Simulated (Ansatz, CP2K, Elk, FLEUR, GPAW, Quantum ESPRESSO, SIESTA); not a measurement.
## Code comparison for Te2Mo (P6_3/mmc, 6 atoms in the cell)

Self-consistent single point, at a second geometry (lattice scaled by 0.98). First geometry:

```yaml
crystal:
  lattice:
    - [3.50111, 0.00000, 0.00000]
    - [-1.75056, 3.03205, 0.00000]
    - [0.00000, 0.00000, 14.38265]
  atoms:
    - { symbol: Te, position: [0.33333, 0.66667, 0.62782] }
    - { symbol: Te, position: [0.66667, 0.33333, 0.37218] }
    - { symbol: Te, position: [0.66667, 0.33333, 0.12782] }
    - { symbol: Te, position: [0.33333, 0.66667, 0.87218] }
    - { symbol: Mo, position: [0.33333, 0.66667, 0.25000] }
    - { symbol: Mo, position: [0.66667, 0.33333, 0.75000] }
```

Shared settings, as Ansatz (a quantum-chemistry and plane-wave program) writes them: kpoints.mp_grid.grid = 6 6 2; scf.occupations.method = fixed. Potentials and cutoffs stand in the table.

```json
[
 {"code": "Ansatz", "model": "PBE, PAW files", "ΔF from the first geometry (meV/atom)": "95.2", "pressure (GPa)": "14.35", "largest force (eV/Å)": "2.110", "gap on the mesh (eV)": "1.015", "cutoff": "420 eV"},
 {"code": "CP2K", "model": "PBE, GPW, DZVP-MOLOPT-SR-GTH basis, GTH-PBE potentials (GTH_POTENTIALS)", "ΔF from the first geometry (meV/atom)": "117.9", "pressure (GPa)": "17.09", "largest force (eV/Å)": "2.399", "gap on the mesh (eV)": "0.990", "cutoff": "grid 500 Ry"},
 {"code": "FLEUR", "model": "PBE, all-electron FLAPW (FLEUR), scalar-relativistic valence", "ΔF from the first geometry (meV/atom)": "97.0", "pressure (GPa)": "–", "largest force (eV/Å)": "2.145", "gap on the mesh (eV)": "1.013", "cutoff": "Kmax 4.2 1/bohr"},
 {"code": "Elk", "model": "PBE, all-electron FP-LAPW, Elk's shipped species files, default APW+lo basis", "ΔF from the first geometry (meV/atom)": "–", "pressure (GPa)": "–", "largest force (eV/Å)": "–", "gap on the mesh (eV)": "1.001", "cutoff": "rgkmax 7"},
 {"code": "GPAW", "model": "PBE, GPAW PAW datasets PBE (gpaw-data 1.0.1)", "ΔF from the first geometry (meV/atom)": "88.1", "pressure (GPa)": "13.48", "largest force (eV/Å)": "2.003", "gap on the mesh (eV)": "0.993", "cutoff": "550 eV"},
 {"code": "SIESTA", "model": "GGA PBE, numerical atomic orbitals DZP, PseudoDojo PBE standard norm-conserving potentials (rewritten from UPF to PSML)", "ΔF from the first geometry (meV/atom)": "112.3", "pressure (GPa)": "16.60", "largest force (eV/Å)": "2.769", "gap on the mesh (eV)": "1.009", "cutoff": "grid 300 Ry"},
 {"code": "Quantum ESPRESSO", "model": "PBE, PSlibrary PAW (PBE) pseudopotentials", "ΔF from the first geometry (meV/atom)": "99.7", "pressure (GPa)": "14.66", "largest force (eV/Å)": "2.194", "gap on the mesh (eV)": "0.998", "cutoff": "55 Ry"}
]
```

A dash marks a value that a program does not give, or that is left out as unsure.

Gaps are read on the mesh.

On Ansatz's run: spin-orbit coupling is off.

The spread over the programs that give each value: ΔF from the first geometry within 29.8 meV/atom; pressure within 3.61 GPa; largest force within 0.766 eV/Å; gap on the mesh within 0.025 eV.

CP2K and SIESTA use small atom-centred bases, whose incompleteness enters pressures, forces and empty levels differently from a plane-wave cutoff. FLEUR and Elk treat all electrons, but the usual bases taken here (sphere radii, linearisation, local orbitals, empty states) were not tested for convergence, so the values are no reference for the others. Ansatz's pressure is given at a fixed set of plane waves, as the other plane-wave codes print theirs; with its correction for the finite basis it is 14.39 GPa. In the pressure, CP2K (by 2.74) and SIESTA (by 2.25) lie more than 1 GPa from the median of the plane-wave programs.

The starting cell comes from a database of computed structures (which also holds hypothetical and non-ambient phases and stackings), without a prior relaxation at this level. Its lattice was rescaled by a random factor within 2.5 % of one. For this run, on top of that: lattice scaled by 0.98.

Keys are those of Ansatz 0.2.
